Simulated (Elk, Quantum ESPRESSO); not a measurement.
An Elk input for a self-consistent single point of GaNi (Pm-3m, 2 atoms in the cell) (DFT, PBEsol, all-electron FP-LAPW, Elk's shipped species files, default APW+lo basis):

```
tasks
  0

xctype
  22

rmtscf
  0.92

stype
  0

swidth
  0.00499791

maxscl
  100

scale
  1.889726125

avec
    2.8253860000    0.0000000000    0.0000000000
    0.0000000000    2.8253860000    0.0000000000
    0.0000000000    0.0000000000    2.8253860000

atoms
  2
  'Ga.in'
  1
  0.0000000000  0.0000000000  0.0000000000    0.0 0.0 0.0
  'Ni.in'
  1
  0.5000000000  0.5000000000  0.5000000000    0.0 0.0 0.0

ngridk
  9 9 9
```

Question: Give the Quantum ESPRESSO input for the same structure, mesh, smearing and functional.

Answer: One input that does it (others would too):

```fortran
&control
    calculation = 'scf'
    prefix = 'scf'
    outdir = './out'
    pseudo_dir = './'
    tprnfor = .true.
    tstress = .true.
/
&system
    ibrav = 1
    celldm(1) = 5.339205736
    nat = 2
    ntyp = 2
    ecutwfc = 70
    ecutrho = 560
    occupations = 'smearing'
    smearing = 'gaussian'
    degauss = 0.0099958
    input_dft = 'pbesol'
/
&electrons
    conv_thr = 1.0e-11
    mixing_beta = 0.5
/
ATOMIC_SPECIES
Ga    69.7230  Ga.pbe-dn-kjpaw_psl.1.0.0.UPF
Ni    58.6934  ni_pbe_v1.4.uspp.F.UPF
ATOMIC_POSITIONS crystal
Ga    0.000000000    0.000000000    0.000000000
Ni    0.500000000    0.500000000    0.500000000
K_POINTS automatic
9 9 9  0 0 0
```

Basis, cutoffs, solver keys and any potentials are the target program's own. This input uses DFT, PBEsol, plane waves, SSSP 1.1.2 efficiency (PBE) pseudopotentials.

The starting cell comes from a database of computed structures (which also holds hypothetical and non-ambient phases and stackings), without a prior relaxation at this level. Its lattice was rescaled by a random factor within 2.5 % of one. For this run, on top of that: lattice scaled by 0.98.
